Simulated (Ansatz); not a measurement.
## ZnS (model structure, started from the BN type, Pm-3n, No. 223, 12 atoms in the cell)

Level of theory: LDA (plane waves, PAW; Ansatz, a first-principles code).

Run with plane-wave cutoff 520 eV, 6×6×6 k mesh, Fermi–Dirac smearing 0.01 eV, scalar-relativistic PAW data made under PBE.

Cell (relaxed with PBEsol):

```cif
data_S6Zn6
_chemical_formula_sum 'Zn6 S6'
_space_group_name_H-M_alt 'P 1'
_space_group_IT_number 1
_cell_length_a 6.60132
_cell_length_b 6.60132
_cell_length_c 6.60132
_cell_angle_alpha 90.000
_cell_angle_beta 90.000
_cell_angle_gamma 90.000
loop_
_space_group_symop_operation_xyz
  'x, y, z'
loop_
_atom_site_label
_atom_site_type_symbol
_atom_site_fract_x
_atom_site_fract_y
_atom_site_fract_z
_atom_site_occupancy
Zn1 Zn 0.25000 0.00000 0.50000 1
Zn2 Zn 0.50000 0.25000 0.00000 1
Zn3 Zn 0.50000 0.75000 0.00000 1
Zn4 Zn 0.75000 0.00000 0.50000 1
Zn5 Zn 0.00000 0.50000 0.75000 1
Zn6 Zn 0.00000 0.50000 0.25000 1
S1 S 0.25000 0.50000 0.00000 1
S2 S 0.00000 0.25000 0.50000 1
S3 S 0.00000 0.75000 0.50000 1
S4 S 0.75000 0.50000 0.00000 1
S5 S 0.50000 0.00000 0.75000 1
S6 S 0.50000 0.00000 0.25000 1
```

* **band gap**: 1.90 eV (direct)

Note: the relaxation could raise the start's symmetry but not lower it, so the cell can be a saddle point; cell and atoms aren't relaxed at this level (pressure -2.1 GPa).

A model structure was made by putting elements into a prototype or built by hand; it is no filed structure, need not be a known phase, and can be a saddle point held by its symmetry.
